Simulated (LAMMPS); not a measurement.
Molecular dynamics of Al (fcc), 4000 atoms, at 980 K and 0 GPa, heated as the crystal.

Level of theory: classical MD, pair style eam/alloy, file AlCu.eam.alloy (LAMMPS).

| t (ps) | MSD (Å²) |
|---|---|
| 0.1000 | 0.483 |
| 0.2000 | 0.977 |
| 0.3000 | 1.44 |
| 0.4000 | 1.91 |
| 0.5000 | 2.38 |
| 0.6000 | 2.85 |
| 0.7000 | 3.32 |
| 0.8000 | 3.80 |
| 0.9000 | 4.27 |
| 1.000 | 4.75 |
| 1.200 | 5.71 |
| 1.400 | 6.67 |
| 1.600 | 7.64 |
| 1.800 | 8.61 |
| 2.100 | 10.1 |
| 2.400 | 11.5 |
| 2.700 | 13.0 |
| 3.100 | 14.9 |
| 3.600 | 17.4 |
| 4.100 | 19.8 |
| 4.700 | 22.8 |
| 5.400 | 26.2 |
| 6.200 | 30.2 |
| 7.000 | 34.1 |
| 8.000 | 39.0 |
| 9.200 | 44.9 |
| 10.50 | 51.3 |
| 12.00 | 58.8 |
| 13.70 | 67.2 |
| 15.70 | 77.2 |
| 18.00 | 88.8 |

Extract the state found, the self-diffusion coefficient of Al (not corrected for cell size).

In three dimensions D is one sixth of the slope of the MSD at long times (fitted over 20 to 60 % of the run); 1 Å²/ps is 1e-4 cm²/s. state found: liquid; self-diffusion coefficient of Al (not corrected for cell size): (8.3 ± 0.2) × 10^-5 cm²/s.
